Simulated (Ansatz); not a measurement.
A computed series for W: response to strain

The reference is W in the bcc (W type) structure (space group Im-3m, No. 229; relaxed with 0.1 eV smearing).

```
CELL_PARAMETERS angstrom
     -1.56765     1.56765     1.56765
      1.56765    -1.56765     1.56765
      1.56765     1.56765    -1.56765
ATOMIC_POSITIONS crystal
  W  0.00000 0.00000 0.00000
```

Strains are applied to the cell and any free atomic positions relax.

Calculations: plane-wave PAW DFT at the LDA level (Ansatz, an electronic-structure program, 420 eV), no spin-orbit coupling.

| isotropic strain (%) | pressure (GPa) |
|---|---|
| -2 | 23.0 |
| -1.5 | ? |
| -1 | 10.8 |
| -0.5 | 5.2 |
| 0 | 0.0 |
| 0.5 | -4.9 |
| 1.5 | -13.6 |
| 2 | -17.6 |
| 3 | -24.7 |

Fit P = P₀ − Bδ + Cδ² with δ = (1 + ε)³ − 1 to the rows shown and predict the withheld row.

Least squares on the printed values gives P₀ = 0.1 GPa, B = 340 GPa, C = 806 GPa (largest residual 0.2 GPa); this predicts 16.7 GPa, and the run gives 16.7 GPa, in agreement.

No phonon test of stability was made. The final runs are not spin-polarised.
